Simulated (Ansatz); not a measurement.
# AlN: biaxial strain +0.66 %, plane normal [001], relaxed out of plane

Base system: AlN in the wurtzite structure (space group P6_3mc, No. 186; a = 3.1303 Å, c = 5.0181 Å). Axes: x lies along a and z along c of the hexagonal cell.

One thing is altered: biaxial strain +0.66 %, plane normal [001], relaxed out of plane (Cartesian); in-plane vectors clamped, the third vector and the atoms free.

Level of theory: PBE in Ansatz (plane waves to 420 eV, PAW, no SOC). Settings: 12×12×7 k-points, 0.05 eV Fermi–Dirac smearing.

The space group remains P6_3mc (No. 186) and the pressure (mean of the normal stresses, compression positive) goes from zero to -1.91 GPa. The band gap decreases by 0.13 eV (4.03 eV → 3.90 eV) and the gap character stays direct at Γ. The width of the top valence band rises by 0.04 eV (2.34 eV → 2.38 eV) and the electron mass is 0.29 mₑ (at Γ). The valence-band top at Γ (three highest levels, from the VBM) becomes 0.00, -0.28, -0.28 eV (base: 0.00, -0.20, -0.20 eV) and the out-of-plane strain amounts to -0.37 %. The mean in-plane stress (compression positive) comes out as -2.9 GPa.

Masses are band curvatures over ±0.01 Å⁻¹ around the edge. Whether these cells are dynamically stable was not tested.

Ansatz is a program for electronic structure.
